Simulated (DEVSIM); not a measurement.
Structure: CdS/CdTe n-p heterojunction, at 400 K.

Layer 1 from the left is CdS, thickness (μm) 0.110, Nd (cm⁻³) 1.3e16, τn (s) 1.2e-8, τp (s) 1.2e-8. Layer 2 from the left is CdTe, thickness (μm) 0.270, Na (cm⁻³) 1.4e14, τn (s) 1.2e-8, τp (s) 1.2e-8.

Left contact: ohmic. Right contact: ohmic. Voltage is applied to the left contact. Recombination: SRH at mid-gap, Auger. Mobility is μmin + (μ − μmin)/(1 + (N/Nref)^α).

This is a model device: material constants are rounded textbook-type values typed into the input, and sizes, dopings and lifetimes were drawn at random. Values at 300 K; Nc and Nv go as T^1.5, mobilities as T to minus their exponent, the gap by Varshni's rule with the affinity fixed.

CdS: gap (eV) 2.4, affinity (eV) 4.3, permittivity 9, Nc (cm⁻³) 2.2e18, Nv (cm⁻³) 1.8e19, μn (cm²/Vs) 300, μp (cm²/Vs) 25, μn,min 30, μp,min 3, Nref,n 1e17, Nref,p 1e17, αn 0.6, αp 0.6, T exponent of μn 1.5, T exponent of μp 1.5, Cn (cm⁶/s) 1e-30, Cp (cm⁶/s) 1e-30, Varshni α (eV/K) 0.00039, Varshni β (K) 103. CdTe: gap (eV) 1.5, affinity (eV) 4.28, permittivity 10.2, Nc (cm⁻³) 8e17, Nv (cm⁻³) 1.8e19, μn (cm²/Vs) 1000, μp (cm²/Vs) 80, μn,min 100, μp,min 10, Nref,n 1e17, Nref,p 1e17, αn 0.6, αp 0.6, T exponent of μn 1.7, T exponent of μp 1.5, Cn (cm⁶/s) 1e-30, Cp (cm⁶/s) 1e-30, Varshni α (eV/K) 0.00031, Varshni β (K) 108.

DEVSIM, 1D drift-diffusion, Boltzmann statistics, complete ionisation; no tunnelling, impact ionisation, image-force lowering or self-heating. Band offsets follow the typed affinities; no thermionic-emission limit at abrupt steps, no polarisation charge.

Task: What does the simulation give for the dark forward voltage at 1 A/cm², the largest field in the device at zero bias, the dark forward voltage at 100 A/cm², the potential step across the device at zero bias?

Result: dark forward voltage at 1 A/cm² 0.577 V; largest field in the device at zero bias 28000 V/cm; dark forward voltage at 100 A/cm² 0.792 V; potential step across the device at zero bias 0.839 V.
